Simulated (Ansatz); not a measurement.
Consider MgO in the rock salt structure (space group Fm-3m, No. 225; a = 4.204 Å). Axes: x, y, z lie along the cube axes.

Calculations: r2SCAN (Ansatz, a quantum-chemistry and plane-wave program, PAW, no SOC).

Strains are applied to the cell and any free atomic positions relax.

One change was made to it. Results:

```csv
quantity,base,after
"valence-band top at Γ (three highest levels, from the VBM)","0.00, 0.00, 0.00 eV","0.00, -0.04, -0.04 eV"
energy relative to the base (free energy F),0 meV/atom,+3.3 meV/atom
band gap,5.68 eV,5.45 eV
```

Q: Name the change that was made.
A) uniaxial strain ε_zz = +3.00 %
B) uniaxial strain ε_zz = +0.50 %
C) uniaxial strain ε_zz = +2.00 %

A: C, uniaxial strain ε_zz = +2.00 %. For comparison, the band gap in the other runs: uniaxial strain ε_zz = +0.50 % gives 5.63 eV; uniaxial strain ε_zz = +3.00 % gives 5.34 eV.

No phonon test of stability was made.
